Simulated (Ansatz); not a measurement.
Input:

End structure of a constructed model of the (111) surface of fcc Ag, p(2x2) layer of Bi, one a cell, on the site that continues the host's stacking (bottom of the slab: a bare face, its two planes held):

```xyz
25
Lattice="5.8668 0.0000 0.0000 -2.9334 5.0808 0.0000 0.0000 0.0000 31.0000" Properties=species:S:1:pos:R:3 pbc="T T T"
Ag    -1.4667     4.2340     8.2440
Ag     0.0000     1.6936     8.2440
Ag     1.4667     4.2340     8.2440
Ag     2.9334     1.6936     8.2440
Ag     0.0000     3.3872    10.6391
Ag     1.4667     0.8468    10.6391
Ag     2.9334     3.3872    10.6391
Ag     4.4001     0.8468    10.6391
Ag     1.4667     2.5404    13.0123
Ag     2.9299    -0.0020    13.0187
Ag    -1.4667     2.5444    13.0187
Ag     0.0035    -0.0020    13.0187
Ag     2.9308     1.6951    15.3950
Ag     1.4667     4.2310    15.3950
Ag     0.0026     1.6951    15.3950
Ag    -1.4667     4.2340    15.4248
Ag     4.4001     0.8468    17.7667
Ag     2.9191     3.3789    17.8015
Ag     1.4667     0.8633    17.8015
Ag     0.0143     3.3789    17.8015
Ag    -0.0458     0.0264    20.1538
Ag    -1.4667     2.4875    20.1538
Ag     2.9791     0.0264    20.1538
Ag     1.4667     2.5404    20.3673
Bi    -1.4667     4.2340    22.3355
```

Set-up: 25 atoms, 14.5 Å thick at the start with caps and adatoms; mesh 8x8x1; 0.1 eV smearing; dipole correction on; 8 atoms held, the rest relaxed; start symmetry kept, larger cells not searched; no spin, no spin-orbit, no U. It is one candidate, not shown to be the stable structure of the face.

Give the work function of the top face at the level PBE in Ansatz (a program for electronic structure).

4.24 eV
